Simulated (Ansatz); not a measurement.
Ag: response to strain

Take Ag in the fcc (Cu type) structure (space group Fm-3m, No. 225; a = 4.105 Å; relaxed with 0.1 eV smearing) as the base.

Strains are applied to the cell and any free atomic positions relax.

Method: r2SCAN, PAW, 500 eV (Ansatz, an electronic-structure program; scalar-relativistic without spin-orbit coupling), earlier PAW set.

```json
[
 {"isotropic strain (%)": "-0.58", "pressure (GPa)": "1.9"},
 {"isotropic strain (%)": "0", "pressure (GPa)": "0.0"},
 {"isotropic strain (%)": "0.23", "pressure (GPa)": "?"},
 {"isotropic strain (%)": "2.32", "pressure (GPa)": "-5.8"},
 {"isotropic strain (%)": "2.64", "pressure (GPa)": "-6.4"}
]
```

Problem. Fit P = P₀ − Bδ + Cδ² with δ = (1 + ε)³ − 1 to the rows shown and predict the withheld row.

Solution. Least squares on the printed values gives P₀ = 0.0 GPa, B = 104 GPa, C = 307 GPa (largest residual 0.0 GPa); this predicts -0.7 GPa, and the run gives -0.7 GPa, in agreement.

No phonon test of stability was made.
